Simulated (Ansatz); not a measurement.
Take Na in the bcc (W type) structure (space group Im-3m, No. 229; a = 4.173 Å; relaxed with 0.1 eV smearing) as the base. Axes: x, y, z lie along the cube axes.

Method: PBEsol in Ansatz (plane waves to 420 eV, PAW, without spin-orbit coupling).

Before the change:

The pressure is 0.0 GPa.

The change: biaxial strain −2.50 %, plane normal [111], relaxed out of plane (Cartesian); in-plane vectors clamped, the third vector and the atoms free.

Estimate the effect on the energy relative to the base.

The energy increases by 2.7 meV/atom.

Estimate the effect on the pressure.

The pressure (mean of the normal stresses, compression positive) goes from zero to 0.3 GPa.

Stability against distortions was not tested.

Ansatz is a program for electronic structure.
